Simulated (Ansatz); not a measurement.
## BaH₂ (Pnma, No. 62)

Computed with PBEsol (Ansatz, a first-principles code, plane waves, PAW).

Numerical settings: plane-wave cutoff 500 eV, 6×10×6 k mesh (along the axes of the cell as run), gaussian smearing 0.02 eV, scalar-relativistic PAW data made under PBE.

Cell (relaxed at this level):

```yaml
crystal:
  lattice:
    - [6.64338, 0.00000, 0.00000]
    - [0.00000, 4.11057, 0.00000]
    - [0.00000, 0.00000, 7.70862]
  atoms:
    - { symbol: Ba, position: [0.76053, 0.25000, 0.38864] }
    - { symbol: Ba, position: [0.23947, 0.75000, 0.61136] }
    - { symbol: Ba, position: [0.73947, 0.75000, 0.88864] }
    - { symbol: Ba, position: [0.26053, 0.25000, 0.11136] }
    - { symbol: H, position: [0.52714, 0.25000, 0.68741] }
    - { symbol: H, position: [0.47286, 0.75000, 0.31259] }
    - { symbol: H, position: [0.97286, 0.75000, 0.18741] }
    - { symbol: H, position: [0.02714, 0.25000, 0.81259] }
    - { symbol: H, position: [0.35167, 0.75000, 0.92808] }
    - { symbol: H, position: [0.64833, 0.25000, 0.07192] }
    - { symbol: H, position: [0.14833, 0.25000, 0.42808] }
    - { symbol: H, position: [0.85167, 0.75000, 0.57192] }
```

For BaH₂ (Pnma, No. 62), the band gap is 2.58 eV (on the SCF k mesh).

Note: the volume lies 5 % below that of the published cell.

Spin–orbit coupling is not included.

Static lattice: no zero-point or thermal effects.
